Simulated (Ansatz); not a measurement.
A user runs Ansatz (a program for electronic structure) on Li (Im-3m, 1 atom in the cell) and asks whether the run is sound. The aim is a self-consistent single point with DFT, PBE, plane waves, default PAW files.

Cell that was meant: a = 2.9675 Å, b = 2.9675 Å, c = 2.9675 Å, α = 109.47°, β = 109.47°, γ = 109.47°.

Part of the input:

Ansatz 0.2 input:
```yaml
  atoms:
    - { symbol: Li, position: [0.000000, 0.000000, 0.000000] }
basis:
  ecutwfc: 125.0 eV
kpoints:
  mp_grid: { grid: [11, 11, 11] }
hamiltonian:
```

Log, with long lists cut:

```
   [... lines left out ...]
Symmetry: 48 space group operations
Space group: Im-3m (ITA 229), of the structure as read, at distance tolerance 2.7e-5 Å
k-points: 56 of 1331
Initial density: superposition of atomic densities (neutral atoms: chi_scale 0, normalization atom), corrected by the library's trained network
Initial wavefunctions: pseudopotential atomic-orbital guess
Eigensolver: davidson
Functional: x = pbe(κ = 0.804, μ = 0.2195149727645171), c = pbe(β = 0.06672455060314922)
SCF iter   1: F=—  HF=-201.751101 eV  |F-HF|=—  |Δ(HF+E_count)|=         —  Δρ=2.78e-2  dr2=4.27e-2  ethr=1.77e-3  ⟨swp⟩=3.9  Hψ=2411  notcnv=0
all-band conjugate gradients solve this SCF's bands
preconditioner: auto → none
SCF iter   2: F=—  HF=-201.494966 eV  |F-HF|=—  |Δ(HF+E_count)|=   2.56e-1  S|Δr|=    0.00e0  Δρ=1.15e-2  dr2=6.71e-3  ethr=1.42e-3  ⟨swp⟩=2.2  Hψ=1070  notcnv=0  defer=16
SCF iter   3: F=—  HF=-201.431941 eV  |F-HF|=—  |Δ(HF+E_count)|=   6.30e-2  S|Δr|=    0.00e0  Δρ=5.33e-4  dr2=2.76e-5  ethr=2.24e-4  ⟨swp⟩=2.0  Hψ=610  notcnv=0  defer=22
SCF iter   4: F=—  HF=-201.432812 eV  |F-HF|=—  |Δ(HF+E_count)|=   8.71e-4  S|Δr|=    0.00e0  Δρ=7.87e-5  dr2=4.38e-7  ethr=9.20e-7  ⟨swp⟩=1.4  Hψ=335  notcnv=0  defer=22
SCF iter   5: F=-201.432811 eV  HF=-201.432811 eV  |F-HF|=1.33e-10  |Δ(HF+E_count)|=   3.56e-7  S|Δr|=    0.00e0  Δρ=7.48e-7  dr2=6.92e-11  ethr=3.33e-9  ⟨swp⟩=4.7  Hψ=1619  notcnv=0
SCF 1 converged in 5 iterations: F = -201.432811 eV  dr2 = 6.92e-11
Stability not checked (fill_not_monotonic)
Free energy (F): -201.432811 eV
Internal energy: -201.431851 eV  (E = F + TS)
E sigma→0 (E₀):  -201.432491 eV
Entropy (-TS):   -0.000960 eV (-0.960 meV/atom)
Fermi energy:    1.157883 eV
--- Forces (eV/Å), atoms counted from 1 ---
  atom   1  Li     0.00000000     0.00000000    -0.00000000
--- Stress (GPa, compression-positive) ---
       -0.060595       0.000000       0.000000
        0.000000      -0.060595       0.000000
        0.000000      -0.000000      -0.060595
  P = ⅓ Tr σ = -0.0606 GPa (-0.606 kbar)
  The stress holds the Pulay correction. Without it, at fixed plane waves, as pw.x and ABINIT print it: P = -59.7474 GPa
```

Task: Is anything amiss in this input, and did it matter?

Result: The run is not sound. The fault is a basis or grid far too coarse for these potentials. Far below the cutoff that the potentials were made for, the basis cannot represent the orbitals near the nuclei, and energies, forces and above all the stress go wrong. To fix it, restore the cutoff that the potentials need and check convergence. The run converged in 5 iterations without an error; against the sound input the free energy goes up by 3.26 eV/atom and the pressure goes from 0.09 to -0.06 GPa. At a fixed set of plane waves, without the program's Pulay estimate, the pressure is -59.75 GPa against 0.09 GPa.

An input that runs soundly differs in these lines (not the only fix; some lines may just follow from the change or write a value another way):
```diff
-  ecutwfc: 125.0 eV
+  ecutwfc: 420.0 eV
```

With that input, the run converged in 3 iterations: free energy E − TS (on the zero of these files) -204.6896 eV; Fermi level (on the code's own zero) 1.06 eV; pressure 0.09 GPa (DFT, PBE, plane waves, default PAW files).

On the sound input: the starting cell comes from a database of computed structures (which also holds hypothetical and non-ambient phases and stackings), without a prior relaxation at this level. Its lattice was rescaled by a random factor within 2.5 % of one. Ansatz's pressure includes its estimate of the finite-basis (Pulay) stress.
